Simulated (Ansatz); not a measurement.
The starting structures come from a database of crystals and need not be the phases stable at ambient conditions.

By PBEsol, the system below comes out a metal.

Input:

```
CELL_PARAMETERS angstrom
      3.99013     0.00000     0.00000
      0.00000     4.07549     0.00000
      0.00000    -2.03774     3.52948
ATOMIC_POSITIONS crystal
  Y  0.00000 0.00000 0.00000
  Si 0.50000 0.66667 0.33333
  Si 0.50000 0.33333 0.66667
```

Space group of this cell: P6/mmm. The cell is taken as given; by PBEsol its mean pressure is -2.3 GPa.

The current flows along the normal of the first two printed cell vectors, the (100) plane of the conventional cell. No spin-orbit coupling; the value is a mean over 0.1 eV about the Fermi level.

Problem. Estimate the ballistic conductance per area that PBEsol run with Ansatz (a program for electronic structure) returns for this system.

Solution. 1.0 × 10¹⁵ S/m² for both spins.
